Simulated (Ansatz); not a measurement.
Short convergence ladders for a (110) slab of ZrSc (cut from a parent of space group no. 187; 10 atoms in the cell)

```xyz
10
Lattice="5.1808 0.0000 0.0000 0.0000 5.7145 0.0000 0.0000 0.0000 20.5985" Properties=species:S:1:pos:R:3 pbc="T T T"
Zr     0.0000     5.2383     7.0000
Sc     2.5904     1.4286     7.0000
Zr     0.0000     2.3810     8.6496
Sc     2.5904     4.2859     8.6496
Zr     0.0000     5.2383    10.2992
Sc     2.5904     1.4286    10.2992
Zr     0.0000     2.3810    11.9489
Sc     2.5904     4.2859    11.9489
Zr     0.0000     5.2383    13.5985
Sc     2.5904     1.4286    13.5985
```

Base method: LDA (PW92), default PAW files made with PBE (plane waves; Ansatz, a program for electronic structure).

Base settings: basis.ecutwfc = 420 eV; kpoints.mp_grid.grid = 3 3 1; hamiltonian.xc = lda; hamiltonian.pseudopotentials = {kind: paw} (the program's default PAW files); scf.occupations.method = fermi_dirac; scf.occupations.width = 0.1 eV.

The count of work is k-points × plane waves × bands × iterations; it is no time. Core times come from one kind of shared machine, to one figure; runs under 30 s give none.

**The vacuum**

The mesh stays at the base's, so the ladder's end is converged at best in this setting alone.

Only quantities that move along the ladder and can be compared are tabulated.

```tsv
vacuum between outermost atoms (Å)	free energy less the last step's (meV/atom)	largest difference of a force vector from the last step's (eV/Å)	count of work / last
3.0	-188.46	0.696	0.34
4.0	-106.30	0.629	0.33
5.0	-39.20	0.280	0.36
6.0	-11.73	0.102	0.39
7.0	-3.12	0.029	0.37
8.0	-0.79	0.007	0.40
10.0	-0.05	0.001	0.52
12.0	-0.01	0.000	0.51
14.0	0.00	0.000	0.56
17.0	0.00	0.000	0.65
20.0	0.00	0.000	0.73
25.0	0.00	0.000	0.86
30.0	0.00	0.000	1.0
```

Smallest vacuum between outermost atoms (Å) that holds the free energy within 2 meV/atom of the last step, with all finer ones: 8.0, at 0.40 of the last step's count of work; the step before is off by 3.1 meV/atom.

Smallest vacuum between outermost atoms (Å) that holds the forces within 0.01 eV/Å of the last step, with all finer ones: 8.0, at 0.40 of the last step's count of work; the step before is off by 0.029 eV/Å.

**The k-point mesh**

Only quantities that move along the ladder and can be compared are tabulated.

| kpoints.mp_grid.grid | free energy less the last step's (meV/atom) | largest difference of a force vector from the last step's (eV/Å) | count of work / last | core time / last (rough) |
|---|---|---|---|---|
| 2 1 1 | 66.09 | 0.717 | 0.036 | – |
| 2 2 1 | 23.07 | 0.124 | 0.063 | – |
| 3 3 1 | -5.03 | 0.056 | 0.056 | – |
| 4 3 1 | -0.17 | 0.037 | 0.095 | – |
| 4 4 1 | 1.46 | 0.016 | 0.14 | 0.10 |
| 5 4 1 | -0.29 | 0.009 | 0.12 | 0.1 |
| 6 5 1 | 0.01 | 0.003 | 0.17 | 0.2 |
| 7 6 1 | -0.02 | 0.001 | 0.22 | 0.2 |
| 8 7 1 | 0.00 | 0.001 | 0.28 | 0.3 |
| 9 8 1 | -0.01 | 0.000 | 0.35 | 0.3 |
| 10 9 1 | 0.00 | 0.000 | 0.42 | 0.4 |
| 12 11 1 | 0.00 | 0.000 | 0.58 | 0.6 |
| 14 13 1 | 0.00 | 0.000 | 0.78 | 0.8 |
| 17 15 1 | 0.00 | 0.000 | 1.0 | 1 |

Coarsest kpoints.mp_grid.grid that holds the free energy within 0.5 meV/atom of the last step, with all finer ones: 5 4 1, at 0.12 of the last step's count of work and about 0.1 of the last step's time; the step before is off by 1.5 meV/atom.

Coarsest kpoints.mp_grid.grid that holds the forces within 0.005 eV/Å of the last step, with all finer ones: 6 5 1, at 0.17 of the last step's count of work and about 0.2 of the last step's time; the step before is off by 0.009 eV/Å.

**The plane-wave cutoff**

The mesh stays at the base's, so the ladder's end is converged at best in this setting alone.

Only quantities that move along the ladder and can be compared are tabulated.

| basis.ecutwfc | free energy less the last step's (meV/atom) | largest difference of a force vector from the last step's (eV/Å) | count of work / last |
|---|---|---|---|
| 210 eV | 1339.40 | 0.051 | 0.14 |
| 250 eV | 285.26 | 0.019 | 0.19 |
| 295 eV | 37.77 | 0.006 | 0.21 |
| 355 eV | 1.86 | 0.000 | 0.27 |
| 420 eV | 0.45 | 0.000 | 0.35 |
| 505 eV | 0.24 | 0.000 | 0.47 |
| 630 eV | 0.07 | 0.000 | 0.65 |
| 840 eV | 0.00 | 0.000 | 1.0 |

Coarsest basis.ecutwfc that holds the forces within 0.02 eV/Å of the last step, with all finer ones: 250 eV, at 0.19 of the last step's count of work; the step before is off by 0.051 eV/Å.

Coarsest basis.ecutwfc that holds the free energy within 0.5 meV/atom of the last step, with all finer ones: 420 eV, at 0.35 of the last step's count of work; the step before is off by 1.9 meV/atom.

On the base run: the starting cell comes from a database of computed structures (which also holds hypothetical and non-ambient phases and stackings), without a prior relaxation at this level. The slab is cut from that crystal, and its faces are unrelaxed. Its lattice was rescaled by up to half a per cent. In the base run, forces exceed 1 eV/Å. Without a gap this mesh is coarse (it stands for a supercell whose shortest in-plane vector is 16 Å).

Left out of this page: 1 run of the series outside the window shown, repeating another row's setting, or not comparable.

Keys are those of Ansatz 0.2.
